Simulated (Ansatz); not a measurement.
Take Pd in the fcc (Cu type) structure (space group Fm-3m, No. 225; a = 3.878 Å; relaxed with 0.1 eV smearing) as the base. Axes: x, y, z lie along the cube axes.

Level of theory: PBEsol (Ansatz, an electronic-structure program), no spin-orbit coupling.

Base values:

The band gap is zero.

Now apply this change: the cell is stretched by 1.00 % along z with no lateral relaxation; the atoms relax in the strained cell.

Question: What happens to the stress and band gap?

Answer: The stress (xx, yy, zz, yz, xz, xy; compression positive) comes out as (-1.7, -1.7, -2.4, 0.0, 0.0, 0.0) GPa; the band gap remains zero.

Stability against distortions was not tested. The final runs are not spin-polarised.
